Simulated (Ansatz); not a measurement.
Start from AlP in the zinc blende structure (space group F-43m, No. 216; a = 5.507 Å).

Level of theory: PBE/PAW in Ansatz (a program for electronic structure), no spin-orbit coupling, earlier PAW set.

One change was made to it. Results:

```json
[
 {"quantity": "lattice parameter a", "base": "5.507 Å", "after": "5.104 Å"},
 {"quantity": "band gap", "base": "1.63 eV", "after": "1.10 eV"},
 {"quantity": "gap character", "base": "indirect, Γ → X", "after": "indirect, Γ → X"},
 {"quantity": "smallest direct gap", "base": "3.09 eV", "after": "3.64 eV"}
]
```

Question: Which of these changes matches the shifts?
A) pressure 30 GPa
B) pressure −1 GPa
C) pressure 0.9 GPa

Answer: A, pressure 30 GPa. For comparison, the band gap in the other runs: pressure 0.9 GPa gives 1.61 eV; pressure −1 GPa gives 1.65 eV.

Load acts through the strain it causes; cell and atoms are relaxed under it. No phonon test of stability was made. Measured, AlP leaves this structure (for the NiAs type) near 14.2 GPa (temperature not stated; as listed in Datta, Sujoy, Jana, Debnarayan, arXiv (2020)), on rising pressure, with hysteresis.
